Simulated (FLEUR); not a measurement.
A self-consistent single point of IrOs (P-6m2, 2 atoms in the cell) with FLEUR.

Level of theory: PBEsol, all-electron FLAPW (FLEUR), scalar-relativistic valence with spin-orbit coupling in second variation (FLEUR).

```xyz
2
Lattice="2.8081 0.0000 0.0000 -1.4040 2.4319 0.0000 0.0000 0.0000 4.4634" Properties=species:S:1:pos:R:3 pbc="T T T"
Os     0.0000     1.6213     0.0000
Ir     1.4040     0.8106     2.2317
```

Reference input (self-consistent single point, DFT, PBEsol, all-electron FLAPW (FLEUR), scalar-relativistic valence): Kmax = 4.1 1/bohr; GmaxXC = 12.3 1/bohr; xcFunctional = PBEs; jspins = 1; l_soc = F; mode = hist; fermiSmearingEnergy = 0.00367493 Htr; mesh (inpgen div1-3) = 13 13 8; inpgen gamma flag = true; Gmax = 12.3 1/bohr; numbands = 0; maxIterBroyd = 25. This run's input differs from it in these lines:

```diff
@@ -16,2 +16,3 @@
 &kpt div1=13 div2=13 div3=8 gamma=t /
+&soc 0.0 0.0 /
 &end /
@@ -29,5 +30,5 @@
       <magnetism jspins="1"/>
-      <soc l_soc="F" theta="0.0" phi="0.0" spav="F"/>
+      <soc l_soc="T" theta="0.0" phi="0.0" spav="F"/>
       <expertModes spex="0" secvar="F"/>
-      <geometryOptimization l_f="T" forcealpha="1.0" forcemix="BFGS" epsdisp="0.00001" epsforce="0.00001"/>
+      <geometryOptimization l_f="F" forcealpha="1.0" forcemix="BFGS" epsdisp="0.00001" epsforce="0.00001"/>
       <ldaU l_linMix="F" mixParam="0.05" spinf="1.0"/>
```

Output, abridged:

```
 Iteration:     1   Distance:      15.77391238 me/bohr^3
 Iteration:     2   Distance:      14.42522675 me/bohr^3
 Iteration:     3   Distance:       6.39100147 me/bohr^3
 Iteration:     4   Distance:       3.34665575 me/bohr^3
 Iteration:     5   Distance:       1.69881341 me/bohr^3
   [... 8 lines left out ...]
 Iteration:    14   Distance:       0.00013332 me/bohr^3
 Iteration:    15   Distance:       0.00001955 me/bohr^3
 Iteration:    16   Distance:       0.00002008 me/bohr^3
 Iteration:    17   Distance:       0.00000583 me/bohr^3
 Run finished successfully
 Stop message:
   all done

[file out, last iteration]
             iter=     17
[...]
          total density-effective poten   -6.1485768903E+04
          total charge density-energy d   -6.8022522315E+02
 Updated energy parameters for spin:           1
[...]
 fermi energy and band-weighting factors:
   [... 9 lines left out ...]

[...]
FERMIE:
          first approx. to ef    (T=0)  :   0.594628 htr   (energy of the highest occ. eigenvalue)
          number of occ. states  (T=0)  :       8255
          first approx. to seigv (T=0)  : -12.722303 htr
          sum of weights of occ. states :  29.000000
          sum of semicore charge        :   0.000000 e
FERHIS:  Fermi-Energy by histogram:
          bandgap                     :   0.000000 htr
   [... lines left out ...]
          charge neutrality (T=0)     :   0.000000    (zero if the highest occ. eigenvalue is "entirely" occupied)
     EF_NEWTON:  Adjust Fermi-Energy by Newton-Method.
 Direct bandgap for spin            1 :    7.3953145143224042E-004  Htr
 ---->    free energy=                    -35130.2192269037 htr
   [... lines left out ...]
 TOTAL FORCE FOR ATOM TYPE=  2  X= -2.653   Y=  1.532   Z=  4.217
                       FX_TOT= 0.000000 FY_TOT= 0.000000 FZ_TOT= 0.000000
No new postions, force convergence required= 0.00001; max force distance= 0.00000
---->    distance of charge densities for spin  1                 it=   17:     0.000006 me/bohr**3
GENERALIZED ANDERSON MIXING: alpha=   0.05000 History-length=16
     ******* it= 17  is completed********
```

The run converged in 17 iterations. 

The starting cell comes from a database of computed structures (which also holds hypothetical and non-ambient phases and stackings), without a prior relaxation at this level. Its lattice was rescaled by a random factor within 2.5 % of one. Values depend on the basis (sphere radii, cutoffs, local orbitals), which need not be converged. The log's line on a gap gives a spacing of levels on this mesh, which the program prints for metals too.

Cost on one core of a shared machine: roughly 7 min.
